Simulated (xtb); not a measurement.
xtb 6.7.1, GFN2-xTB: CO[Si](OC)OC, charge 0, multiplicity 2, 16 atoms. The geometry is a generated start, not checked to be a minimum at this level.

```yaml
method: GFN2-xTB
"--acc": 1 (default)
"--etemp (K)": 300 (default)
detailed input (--input): "none: ANC optimiser, Lindh (1995) Hessian, microcycle=20, maxdispl=1.0, hlow=0.01 (default)"
basis_functions: 43
valence_electrons: 43
```

```xyz
16

C     -0.6756     2.5632    -0.1732
O      0.2270     1.5226     0.0536
Si    -0.0935     0.0163     0.5948
O      1.1737    -0.9417     0.2269
C      2.5408    -0.7120     0.4000
O     -1.3950    -0.5420    -0.2145
C     -1.8490    -1.8544    -0.3426
H     -1.4362     2.2601    -0.8983
H     -1.1703     2.8598     0.7565
H     -0.1078     3.4104    -0.5648
H      2.7265     0.1091     1.0930
H      2.9962    -1.6253     0.7867
H      2.9905    -0.4636    -0.5634
H     -2.9328    -1.8613    -0.2309
H     -1.5895    -2.2344    -1.3331
H     -1.4051    -2.5067     0.4094
```

Charge 0 and multiplicity 2 are set for this test and not shown to be the ground state. GFN-xTB has no spin term: --uhf 1 sets the occupations alone.

The structure is relaxed from this start with --opt LEVEL for the levels crude, sloppy, loose, lax, normal, tight, vtight, extreme, once each. Up to the end of the extreme run atoms move by at most 1.0 Å along an axis.

Q: Which level is enough to come within 5 meV of the tightest end point?

A: tight: 61 cycles against 68, ending 0.011 meV above.

```tsv
level	cycles	energy above the extreme run (meV)	gradient norm (eV/Å)
crude	1	54	0.20
sloppy	1	54	0.20
loose	1	54	0.20
lax	7	51	0.12
normal	12	49	0.025
tight	61	0.011	0.016
vtight	63	under 0.01	0.0051
extreme	68	—	0.0016
```
